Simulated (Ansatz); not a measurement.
The parent structure is BaCuTeF (space group P4/nmm, No. 129; a = 4.360 Å, c = 9.271 Å; a cell from a computed database, its experimental status unchecked).

The values are results of PBEsol (Ansatz, an electronic-structure program, PAW, no SOC), not measurements.

Carriers are added at fixed cell with a uniform background; the Fermi–Dirac width is that of 300 K.

One change was made to it. Results:

The Fermi level relative to the doped band's edge (positive inside the band; to 0.05 eV) amounts to +0.55 eV; the gap between the host's bands rises by 0.097 eV to 0.94 eV; the largest internal atomic displacement amounts to 0.110 Å; the gap character remains direct at Γ.

Question: What was done to the base?
(A) electrons 1.0×10^22 cm⁻³
(B) holes 7.0×10^21 cm⁻³
(C) holes 1.0×10^22 cm⁻³
(D) holes 5.0×10^21 cm⁻³

Answer: B, holes 7.0×10^21 cm⁻³. For comparison, the largest internal atomic displacement in the other runs: holes 5.0×10^21 cm⁻³ gives 0.070 Å; electrons 1.0×10^22 cm⁻³ gives 0.157 Å; holes 1.0×10^22 cm⁻³ gives 0.152 Å.

Charged cell with a jellium background: band edges are those of the host's band count, energies are not comparable with the neutral cell, and many-body gap narrowing is missing. With Te present, leaving out spin-orbit coupling can change the band edges. Stability against distortions was not tested. No Hubbard U is applied. All final runs are without spin polarisation.
